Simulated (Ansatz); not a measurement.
**What 1 layer does to CuPd**

The reference is CuPd in the CsCl type structure (space group Pm-3m, No. 221; a = 2.9617 Å). Axes: x, y, z lie along the cube axes.

It is then changed as follows: a free-standing slab of 1 layer (2 atoms, 2 a layer) is cut normal to [110], with 15 Å of vacuum and the in-plane cell held at bulk; forces were under the threshold from the start, so the atoms kept their bulk positions.

All numbers come from PBEsol (Ansatz, an electronic-structure program; PAW; 420 eV plane waves; scalar-relativistic without spin-orbit coupling). Γ-centred 16×11×1 mesh, Fermi–Dirac width 0.05 eV, for the changed cell.

```csv
quantity,base,changed,shift
layer's space group (with vacuum),–,Pmmm (No. 47),–
band gap,zero,zero,–
```

Final structure:

```xyz
2
Lattice="2.9617 0.0000 0.0000 0.0000 4.1885 0.0000 0.0000 0.0000 15.0000" Properties=species:S:1:pos:R:3 pbc="T T T"
Cu     0.0000     1.0471     7.5000
Pd     1.4809     3.1414     7.5000
```

Whether these cells are dynamically stable was not tested. All final runs are without spin polarisation.
